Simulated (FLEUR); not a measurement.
**FLEUR run on B2Pt3 (Cm, 5 atoms in the cell): self-consistent single point**

Method: LDA (Perdew-Zunger), all-electron FLAPW (FLEUR), scalar-relativistic valence run with FLEUR.

This input was run:

Input of the input generator:

```
scf B2Pt3
&input film=f /
5.1781897322 -2.9947245787 0.0000000000
5.1781897322 2.9947245787 0.0000000000
-0.0619433326 0.0000000000 13.9233074445
1.0
1.0 1.0 1.0

5
5 0.0003800000 0.0003800000 0.6672500000
5 0.0003500000 0.0003500000 0.2796700000
78 0.3326100000 0.3326100000 0.1386900000
78 0.6668200000 0.6668200000 0.8256700000
78 0.6688300000 0.6688300000 0.4637300000

&comp jspins=1 /
&exco xctyp='pz' /
&kpt div1=9 div2=9 div3=4 gamma=t /
&end /
```

```xml
<?xml version="1.0" encoding="UTF-8" standalone="no"?>
<fleurInput fleurInputVersion="0.39">
   <comment>
      scf B2Pt3                                                                                           
   </comment>
   <calculationSetup>
      <cutoffs Kmax="4.5" Gmax="15.8" GmaxXC="15.8" numbands="0"/>
      <scfLoop itmax="60" minDistance="0.00001" maxIterBroyd="15" imix="Anderson" alpha="0.05" precondParam="0.0" spinf="2.0"/>
      <coreElectrons ctail="T" frcor="F" kcrel="0" coretail_lmax="0"/>
      <xcFunctional name="pz" relativisticCorrections="F"/>
      <magnetism jspins="1"/>
      <soc l_soc="F" theta="0.0" phi="0.0" spav="F"/>
      <expertModes spex="0" secvar="F"/>
      <geometryOptimization l_f="T" forcealpha="1.0" forcemix="BFGS" epsdisp="0.00001" epsforce="0.00001"/>
      <ldaU l_linMix="F" mixParam="0.05" spinf="1.0"/>
   </calculationSetup>
   <cell>
      <bzIntegration valenceElectrons="54.0" mode="hist" fermiSmearingEnergy="0.00367493">
         <kPointListSelection listName="default-1"/>
         <!-- k-points included here -->
         <xi:include xmlns:xi="http://www.w3.org/2001/XInclude" href="kpts.xml"> </xi:include>
      </bzIntegration>
      <!-- symmetry operations included here -->
      <xi:include xmlns:xi="http://www.w3.org/2001/XInclude" href="sym.xml"> </xi:include>
      <bulkLattice scale="1.0">
         <bravaisMatrix>
            <row-1>    5.1781897321999999    -2.9947245787000001     0.0000000000000000</row-1>
            <row-2>    5.1781897321999999     2.9947245787000001     0.0000000000000000</row-2>
            <row-3>   -0.0619433326000000     0.0000000000000000    13.9233074445000007</row-3>
         </bravaisMatrix>
      </bulkLattice>
   </cell>
   <atomSpecies>
      <species name="Boron (B)" element="B" atomicNumber="5">
         <mtSphere radius="1.34" gridPoints="463" logIncrement="0.022"/>
         <atomicCutoffs lmax="6" lnonsphr="4"/>
         <electronConfig flipSpins="F">
            <coreConfig>(1s1/2)</coreConfig>
            <valenceConfig>(2s1/2) (2p1/2) (2p3/2)</valenceConfig>
            <stateOccupation state="(2p1/2)" spinUp="0.1666666666667" spinDown="0.1666666666667"/>
            <stateOccupation state="(2p3/2)" spinUp="0.3333333333333" spinDown="0.3333333333333"/>
         </electronConfig>
         <energyParameters s="2" p="2" d="3" f="4"/>
      </species>
      <species name="Platinum (Pt)" element="Pt" atomicNumber="78">
         <mtSphere radius="2.37" gridPoints="817" logIncrement="0.016"/>
         <atomicCutoffs lmax="10" lnonsphr="8"/>
         <electronConfig flipSpins="F">
            <coreConfig>(1s1/2) (2s1/2) (2p1/2) (2p3/2) (3s1/2) (3p1/2) (3p3/2) (4s1/2) (3d3/2) (3d5/2) (4p1/2) (4p3/2) (5s1/2) (4d3/2) (4d5/2) (4f5/2) (4f7/2)</coreConfig>
            <valenceConfig>(5p1/2) (5p3/2) (6s1/2) (5d3/2) (5d5/2)</valenceConfig>
            <stateOccupation state="(6s1/2)" spinUp="0.5" spinDown="0.5"/>
            <stateOccupation state="(5d3/2)" spinUp="1.8" spinDown="1.8"/>
            <stateOccupation state="(5d5/2)" spinUp="2.7" spinDown="2.7"/>
         </electronConfig>
         <energyParameters s="6" p="6" d="5" f="5"/>
         <lo type="SCLO" l="1" n="5" eDeriv="0"/>
      </species>
   </atomSpecies>
   <atomGroups>
      <atomGroup species="Boron (B)">
         <relPos label="                   1">.0003800000 .0003800000 -.3327500000</relPos>
         <force calculate="T" relaxXYZ="TTT"/>
      </atomGroup>
      <atomGroup species="Boron (B)">
         <relPos label="                   2">.0003500000 .0003500000 .2796700000</relPos>
         <force calculate="T" relaxXYZ="TTT"/>
      </atomGroup>
      <atomGroup species="Platinum (Pt)">
         <relPos label="                   3">.3326100000 .3326100000 .1386900000</relPos>
         <force calculate="T" relaxXYZ="TTT"/>
      </atomGroup>
      <atomGroup species="Platinum (Pt)">
         <relPos label="                   4">-.3331800000 -.3331800000 -.1743300000</relPos>
         <force calculate="T" relaxXYZ="TTT"/>
      </atomGroup>
      <atomGroup species="Platinum (Pt)">
         <relPos label="                   5">-.3311700000 -.3311700000 .4637300000</relPos>
         <force calculate="T" relaxXYZ="TTT"/>
      </atomGroup>
   </atomGroups>
   <output dos="F" band="F" slice="F">
      <checks vchk="F" cdinf="F"/>
      <bandDOS minEnergy="-.5*Htr" maxEnergy="0.5*Htr" sigma="0.015" storeEVData="T"/>
      <vacuumDOS vacdos="F" integ="F" star="F" nstars="0" locx1="0.0" locy1="0.0" locx2="0.0" locy2="0.0" nstm="0" tworkf="0.0"/>
      <unfoldingBand unfoldBand="F" supercellX="1" supercellY="1" supercellZ="1"/>
      <plotting iplot="0" polar="F">
         <plot TwoD="T" vec1="  1.0  0.0  0.0" vec2="  0.0  1.0  0.0" vec3="  0.0  0.0  1.0" zero="  0.0  0.0  0.0" file="plot"/>
      </plotting>
      <chargeDensitySlicing numkpt="0" minEigenval="0.0" maxEigenval="0.0" nnne="0" pallst="F"/>
      <specialOutput eonly="F"/>
      <magneticCircularDichroism mcd="F" energyLo="-10.0" energyUp="0.0"/>
   </output>
  <!-- We include the file relax.xml here to enable relaxations (see documentation) -->
  <xi:include xmlns:xi="http://www.w3.org/2001/XInclude" href="relax.xml"> <xi:fallback/> </xi:include>
</fleurInput>
```

Log, with long lists cut:

```
      Welcome to FLEUR        (www.flapw.de)
      MaX-Release 8.1          (www.max-centre.eu)

 ========== k-point set info ==========
 Selected k-point list: default-1
 k-point list type: mesh
 9 x 9 x 4
 Number of k points: 95

 ------------Calculation Setup---------------------------
           1           5          19          95
 Number of basis functions:          701
 Iteration:     1   Distance:      26.18564181 me/bohr^3
 Iteration:     2   Distance:      21.14786159 me/bohr^3
 Iteration:     3   Distance:      11.65194960 me/bohr^3
 Iteration:     4   Distance:       7.78106048 me/bohr^3
 Iteration:     5   Distance:       6.61321348 me/bohr^3
 Iteration:     6   Distance:       2.54347654 me/bohr^3
   [... 15 lines left out ...]
 Iteration:    22   Distance:       0.00025741 me/bohr^3
 Iteration:    23   Distance:       0.00006772 me/bohr^3
 Iteration:    24   Distance:       0.00001824 me/bohr^3
 Iteration:    25   Distance:       0.00001017 me/bohr^3
 Iteration:    26   Distance:       0.00000419 me/bohr^3
 Reset of history

 Run finished successfully
 Stop message:
   Structural relaxation: new displacements generated

[file out, last iteration]
             iter=     27
          p o t e n t i a l   g e n e r a t o r
[...]
          integral of pseudo charge density inside the slab=        0.000000   0.000000
     coulomb potential in the interstitial region:
          density-coulomb potential integrals
          total density-coulomb potenti   -95909.4852429007
          density-effective potential integrals for spin  1
          total density-effective poten   -9.7301321344E+04
          charge density-energy density integrals
          total charge density-energy d   -1.0484772953E+03
 Updated energy parameters for spin:           1
  Atom    1 2s branch from -5.84 to  3.91 htr. ; e_l = -0.1099
  Atom    1 2p branch from -9.99 to  2.88 htr. ; e_l =  0.0433
  Atom    1 3d branch from -9.99 to  7.35 htr. ; e_l =  0.2389
  Atom    1 4f branch from -9.99 to 12.04 htr. ; e_l =  0.3986
  Atom    2 2s branch from -5.84 to  3.90 htr. ; e_l = -0.1360
  Atom    2 2p branch from -9.99 to  2.87 htr. ; e_l =  0.0169
  Atom    2 3d branch from -9.99 to  7.34 htr. ; e_l =  0.2120
  Atom    2 4f branch from -9.99 to 12.03 htr. ; e_l =  0.3717
  Atom    3 6s branch from -3.15 to  1.94 htr. ; e_l =  0.2323
  Atom    3 6p branch from -1.43 to  2.97 htr. ; e_l =  0.3907
  Atom    3 5d branch from-10.66 to  0.67 htr. ; e_l =  0.3368
  Atom    3 5f branch from -2.00 to  2.82 htr. ; e_l =  0.6778
  Atom    3 5p branch from-18.45 to -1.43 htr. ; e_l(l -1.5116
  Atom    4 6s branch from -3.14 to  1.95 htr. ; e_l =  0.2527
  Atom    4 6p branch from -1.41 to  2.98 htr. ; e_l =  0.4119
  Atom    4 5d branch from-10.65 to  0.68 htr. ; e_l =  0.3532
  Atom    4 5f branch from -1.99 to  2.84 htr. ; e_l =  0.6992
  Atom    4 5p branch from-18.43 to -1.41 htr. ; e_l(l -1.4996
  Atom    5 6s branch from -3.16 to  1.92 htr. ; e_l =  0.2241
  Atom    5 6p branch from -1.44 to  2.96 htr. ; e_l =  0.3827
  Atom    5 5d branch from-10.67 to  0.66 htr. ; e_l =  0.3271
  Atom    5 5f branch from -2.01 to  2.81 htr. ; e_l =  0.6698
  Atom    5 5p branch from-18.46 to -1.44 htr. ; e_l(l -1.5233
[...]
 fermi energy and band-weighting factors:
at   0.00000   0.00000   0.00000   k-weight:    0.003086
   42 eigenvalues :
   -1.484944   -1.479853   -1.479496   -1.469790   -1.469651   -1.469566   -1.460041   -1.455683
   -1.455505    0.032762    0.122875    0.174799    0.269388    0.271932    0.272204    0.302058
    0.302194    0.316586    0.331125    0.331877    0.353315    0.353428    0.365402    0.383116
    0.384552    0.407739    0.408750    0.553663    0.582145    0.665247    0.667373    0.699191
    0.700418    0.766332    0.809246    0.874825    0.950320    0.951422    0.955081    1.053562
    1.055395    1.086627
   [... 2 blocks of this kind left out ...]

[...]
FERMIE:
          first approx. to ef    (T=0)  :   0.475602 htr   (energy of the highest occ. eigenvalue)
          number of occ. states  (T=0)  :       2565
          first approx. to seigv (T=0)  : -15.152044 htr
          sum of weights of occ. states :  27.000000
          sum of semicore charge        :   0.000000 e
FERHIS:  Fermi-Energy by histogram:
          bandgap                     :   0.000795 htr
          charge neutrality (T=0)     :   0.000000    (zero if the highest occ. eigenvalue is "entirely" occupied)
     EF_NEWTON:  Adjust Fermi-Energy by Newton-Method.
               Number of iterations needed  :   4
               The error in the weight is   : -0.12212E-14
               The error in ef is           :  0.73451E-16 htr
     -->  new fermi energy            :   0.476659 htr
          valence charge              :  54.000000 e
          actual charge blw ef-8kt    :  52.456790 e
          actual charge blw ef+8kt    :  54.000000 e
          number of occ. states       :      2598
          sum of the valence weights  :   27.000000
          entropy         :   0.407116 *kb htr/K =   0.00000 htr/K
          sum of val. single particle energies:       -15.1512914740 htr
 Direct bandgap for spin            1 :    2.4780179210390441E-002  Htr
 at k-point           87  with k-vector   0.33333333333333331       0.66666666666666663       0.25000000000000000
          valence density: spin= 1
[...]
     l-like charge
     atom     s        p        d        f        total
 -->  1    0.32587  0.52345  0.01235  0.00112    0.86294
 -->  2    0.33698  0.56489  0.01577  0.00163    0.91949
 -->  3    0.44019  6.27394  7.39670  0.03651   14.15585
 -->  4    0.44279  6.26149  7.35873  0.03270   14.10333
 -->  5    0.43058  6.28588  7.36073  0.03754   14.12275
          total charge for spin  1=   54.000000
          interst. charge =       9.835656
          mt charge=              0.862936    0.919485   14.155845   14.103327
          mt charge=             14.122751
          total charge  =   54.000000
          z=  5.     r(1)=  0.516340E-04     dx= 0.022000     m.t.index= 463
               n    l     j    energy       weight
               1.   0.   0.5   -5.8628      2.0000
          atom type    1  (spin 1)
          kinetic energy=  0.213576420523E+02     sum of the eigenvalues= -0.117255069045E+02
          0.00166096  electrons lost from core.
   [... 4 blocks of this kind left out ...]

          total charge for spin  1=  244.000000
          interst. charge =       9.845267
          mt charge=              2.861283    2.917820   76.153744   76.101240
          mt charge=             76.120647
          total charge  =  244.000000
          zc=   244.000000     qfix=    1.000000
     t o t a l  e n e r g y
          sum of eigenvalues =            -33973.8214952359
          density-coulomb potential int   -95909.4852429007
          density-effective potential i   -97301.3213435589
          charge density-ex.-corr.energ    -1048.4772953347
          el.-nucl. inter. diff. m.t.         25.7916812446
          Madelung term for atom type:        -4.1028674652
          el.-nucl. inter. diff. m.t.         25.9454501922
          Madelung term for atom type:        -3.9583008617
          el.-nucl. inter. diff. m.t.      23161.5088272320
          Madelung term for atom type:       -46.2259536548
          el.-nucl. inter. diff. m.t.      23160.2837573432
          Madelung term for atom type:       -47.8475412404
          el.-nucl. inter. diff. m.t.      23160.7360942952
          Madelung term for atom type:       -46.5213496839
 ---->    total energy=                   -55358.6418916752 htr
 ---->    (input%tkb*entropy) TS=              0.0014961244 htr
 ---->    free energy=                    -55358.6433877996 htr
      extrapolation for T->0
 ---->    total electron energy=          -55358.6426397374 htr
 ***** TOTAL FORCES ON ATOMS *****
 TOTAL FORCE FOR ATOM TYPE=  1  X=  0.025   Y=  0.000   Z= -4.633
                       FX_TOT=-0.000049 FY_TOT= 0.000000 FZ_TOT= 0.005924
 TOTAL FORCE FOR ATOM TYPE=  2  X= -0.014   Y=  0.000   Z=  3.894
                       FX_TOT=-0.000124 FY_TOT= 0.000000 FZ_TOT=-0.002900
 TOTAL FORCE FOR ATOM TYPE=  3  X=  3.436   Y=  0.000   Z=  1.931
                       FX_TOT= 0.000326 FY_TOT= 0.000000 FZ_TOT= 0.007379
 TOTAL FORCE FOR ATOM TYPE=  4  X= -3.440   Y=  0.000   Z= -2.427
                       FX_TOT= 0.000230 FY_TOT= 0.000000 FZ_TOT=-0.008525
 TOTAL FORCE FOR ATOM TYPE=  5  X= -3.458   Y=  0.000   Z=  6.457
                       FX_TOT=-0.000383 FY_TOT= 0.000000 FZ_TOT=-0.001866
```

The run converged in 26 iterations. FLEUR gives forces in its relaxation mode, with a further iteration, so its stop message speaks of a relaxation.

The starting cell comes from a database of computed structures (which also holds hypothetical and non-ambient phases and stackings), without a prior relaxation at this level. Spin-orbit coupling is off. Spin polarisation is off. Values depend on the basis (sphere radii, cutoffs, local orbitals), which need not be converged. The log's line on a gap gives a spacing of levels on this mesh, which the program prints for metals too.

Cost on one core of a shared machine: roughly 20 min.
